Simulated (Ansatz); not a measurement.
Amorphous Zr20O43B2, 65 atoms at 5.18 g/cm³, one PBE-relaxed geometry, zone centre. Methods: PBE, scalar-relativistic without spin-orbit coupling (Ansatz, an electronic-structure program); r2SCAN, scalar-relativistic without spin-orbit coupling (Ansatz); HSE06, scalar-relativistic without spin-orbit coupling (Ansatz). Plane waves to 420 eV (r2SCAN 500 eV); exact exchange is cut at the cell's faces. All rungs ran without spin polarisation.

The cell was made by melting and quenching with the CHGNet potential and then relaxed with DFT. O atoms were pushed apart under 1.9 Å during the dynamics, to hinder bonds among them. The hot cell started wider than the set density and was brought back towards it in steps. It is the lowest in DFT energy of 2 quenches. It is a model cell: composition and starting density were chosen by hand, and all elements were melted together. No dispersion term was used. Its density started from a set value of 5.05 and ended at 5.18 g/cm³. The quench (nominally 300 K/ps over its main leg) was far faster than any real one, so the model tends to hold more defects than a real film. Values belong to this one cell and scatter from quench to quench. Volume and shape were free in the relaxation.

The relaxation ran on the zone centre alone. At PBE the gap is 3.32 eV on a 2×2×2 Γ-centred mesh, and the spacing at the zone centre alone 3.32 eV.

### Question
What zone-centre spacing does r2SCAN give, roughly?

### Answer
3.78 eV (+0.46 eV against PBE).

### Question
What zone-centre spacing does HSE06 give, roughly?

### Answer
4.86 eV (+1.54 eV against PBE).

The highest filled and the lowest empty state spread over these numbers of atoms (participation numbers): PBE: 13.8 and 16.9; r2SCAN: 13.8 and 16.2; HSE06: 14.9 and 16.6.
